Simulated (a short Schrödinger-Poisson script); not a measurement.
Stack: single In0.53Ga0.47As/InP quantum well.

```csv
layer,material,thickness (nm)
1,InP,20
2,In0.53Ga0.47As,4
3,InP,20
```

The device is made up for the run: typed textbook-type constants, with dimensions and the other settings drawn at random. In0.53Ga0.47As: direct gap (eV) 0.74, conduction-band edge (eV) 0, electron mass (mₑ) 0.041, heavy-hole mass 0.38, light-hole mass 0.052. InP: direct gap (eV) 1.344, conduction-band edge (eV) 0.25, electron mass (mₑ) 0.08, heavy-hole mass 0.53, light-hole mass 0.12.

The valence-band edge of each layer lies one gap below its conduction-band edge. The electron's potential energy rises along the stack by the applied field. Mesh 0.03 nm at interfaces.

Task: Estimate e1 and hh1 for infinitely high walls at zero field, and compare with the finite well.

Result: ħ²π²/(2mL²) gives 573.2 meV for the electron and 61.8 meV for the heavy hole. The finite well gives 108.8 and 35.7 meV, 0.19 and 0.58 of the estimates, as the states reach into the barriers (24 % of e1 lies outside the well).

From a short Schrödinger-Poisson script (our own, NumPy): one-band effective-mass equation with BenDaniel-Duke matching, electrons, heavy and light holes apart, hard walls at the outer ends, one valence edge for both holes (no strain splitting), no charge, excitons, band mixing or non-parabolicity; under a field the levels are quasi-bound states of a box, listed while three quarters of their weight lies within 4 nm of the wells.
